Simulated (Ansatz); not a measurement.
An Ansatz (an electronic-structure program) run: MoS2 with a change (pressure 3 GPa); PBEsol-D3(BJ)/PAW in Ansatz, no spin-orbit coupling.

Input:

Ansatz 0.2 input:
```yaml
crystal:
  lattice:
    - [1.5578018894, 0.8993973402, 5.7854504676]
    - [-1.5578018894, 0.8993973402, 5.7854504676]
    - [0, -1.7987946804, 5.7854504676]
  atoms:
    - { symbol: Mo, position: [0.0000389613, 0.0000389613, 0.0000389613] }
    - { symbol: S, position: [0.7564718599, 0.7564718599, 0.7564718599] }
    - { symbol: S, position: [0.5767891787, 0.5767891787, 0.5767891787] }
basis: { ecutwfc: 420, ecutrho_ratio: 4, xc_grid: 2, fft_grid_basis: typed }
kpoints: { mp_grid: { grid: [12, 12, 12] } }
hamiltonian:
  xc: pbesol
  dispersion: d3bj
  pseudopotentials: { kind: paw }
scf: { occupations: { method: fermi_dirac, width: 0.05 } }
relax: { f_tol: 0.01, max_steps: 60, cell: { stress_tol: 0.02, p_target: 3.0 } }
output: { forces: true, stress: true }
checkpoint: { write: state.ck, write_every: 1000 }
```

Output (explanatory and most iteration lines left out):

```
Relaxation: its limit of steps is 60 (relax.max_steps)
Pseudopotential: Mo, paw, valence charge 14
Pseudopotential: S, paw, valence charge 6
Crystal: 3 atoms, lattice volume = 48.635 Å³
Basis set: ecut = 420 eV, 955 PW (Γ), exchange–correlation on 90×90×90 points (8 copies of the dense FFT grid, shifted against one another)
Bands: 17, of which v1, the nominal top of the filled ones, is band 13 counted from 1 (12 counted from 0)
Symmetry: 6 space group operations
Space group: R3m (ITA 160), of the structure as read, at distance tolerance 3.7e-5 Å
k-points: 189 of 1728 (time reversal used)
Functional: x = pbesol(κ = 0.804, μ = 0.12345679012345678), c = pbesol(β = 0.046)
SCF iter   1: F=—  HF=-6671.330679 eV  |F-HF|=—  |Δ(HF+E_count)|=         —  Δρ=6.61e-3  dr2=9.94e-3  ethr=1.77e-3  ⟨swp⟩=5.9  Hψ=17687  notcnv=0
SCF iter   2: F=—  HF=-6671.332369 eV  |F-HF|=—  |Δ(HF+E_count)|=   1.69e-3  Δρ=3.32e-3  dr2=2.90e-3  ethr=3.82e-5  ⟨swp⟩=2.5  Hψ=6448  notcnv=0
SCF 1 converged in 6 iterations: F = -6671.333385 eV  dr2 = 8.31e-9
relax step   1: F+E_penalty+E_count = -6671.33338509 eV  Δ(F+E_penalty+E_count) = +0.000e0 eV  max|allowed force component| = 1.986e-4 eV/Å  Δτ_max = 0.0000 Å  P = +0.002 GPa  Ω = 48.635 Å³  (6 SCF iters, dr2 threshold 1.00e-7 eV, accepted)
[... steps on the carried basis left out ...]
relax step   6: F+E_penalty+E_count = -6671.31749609 eV  Δ(F+E_penalty+E_count) = +1.660e-4 eV  max|allowed force component| = 3.976e-3 eV/Å  Δτ_max = 0.0000 Å  P = +2.987 GPa  Ω = 46.832 Å³  stress off target by 1.72e-2 GPa  SCF on the basis re-selected at this cell (its energy is not comparable with the rows above)  (6 SCF iters)
SCF converged after 6 iterations
Free energy (F): -6671.317496 eV
Internal energy: -6671.317407 eV  (E = F + TS)
E sigma→0 (E₀):  -6671.317452 eV
Entropy (-TS):   -0.000089 eV (-0.030 meV/atom)
Fermi energy:    13.724829 eV
  E_disp       = -1.267736  (pairwise vdW)
--- Forces (eV/Å), atoms counted from 1 ---
  atom   1  Mo     0.00000000     0.00000000     0.00159020
  atom   2  S     -0.00000000     0.00000000    -0.00397588
  atom   3  S      0.00000000    -0.00000000     0.00238567
--- Stress (GPa, compression-positive) ---
        2.989425       0.000000       0.000000
        0.000000       2.989425       0.000000
        0.000000       0.000000       2.982834
  P = ⅓ Tr σ = 2.9872 GPa (29.872 kbar)
--- Relaxed structure (5 steps of the walk, 4 accepted, 1 SCFs on fresh bases) ---
  cell:  # Å, volume = 46.8320 Å³
    - [1.5475185483930889, 0.8934602504906889, 5.645214780651715]
    - [-1.5475185483930889, 0.8934602504906889, 5.645214780651715]
    - [3.4569364020305635e-33, -1.7869205009813778, 5.645214780651715]
  atoms:
    - { symbol: Mo, position: [6.680765593214787e-5, 6.680765593214787e-5, 6.680765593214787e-5] }
    - { symbol: S, position: [0.758737107749013, 0.758737107749013, 0.758737107749013] }
    - { symbol: S, position: [0.5744960844950548, 0.5744960844950548, 0.5744960844950548] }
```

Load acts through the strain it causes; cell and atoms are relaxed under it. Stability against distortions was not tested. The cell was made from MoS₂ in the 3R-MoS2 type structure (space group R3m, No. 160; layered, stacked along the Cartesian z axis) by this change: pressure 3 GPa.
